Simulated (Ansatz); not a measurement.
O interstitial in wurtzite AlN (the name describes the start): one set of geometries, relaxed with PBE, evaluated in Ansatz (PAW, plane waves to 420 eV, 500 eV under r2SCAN) with PBE, r2SCAN.

Cell and caveats: 96-site cell; 2×2×2 shifted k-points; start: void with 3N nearest; charged states image-corrected; not converged in cell size; relaxed from one start, so a lower configuration may exist; flagged in the runs: a host whose relaxation on this sampling wasn't shown to rest, a strain field that reaches the edge of the cell.

```json
[
 {"quantity": "host gap (eV)", "PBE": "4.03", "r2SCAN": "4.67"},
 {"quantity": "ε(0/−1) above the VBM (eV)", "PBE": "0.84", "r2SCAN": "1.03"},
 {"quantity": "ε(−1/−2) above the VBM (eV)", "PBE": "1.68", "r2SCAN": "1.89"},
 {"quantity": "neutral formation energy against O2 molecule in a box (eV)", "PBE": "3.74", "r2SCAN": "3.63"},
 {"quantity": "largest moment on one atom at charge 0 (μB)", "PBE": "0.62", "r2SCAN": "0.67"},
 {"quantity": "largest moment on one atom at charge −1 (μB)", "PBE": "0.39", "r2SCAN": "0.45"}
]
```

PBE narrows the gap by 0.64 eV against r2SCAN, the highest level run, and puts the levels shown 0.20 eV lower above the valence-band maximum on average (from the rounded values).

Ansatz is a program for electronic structure.
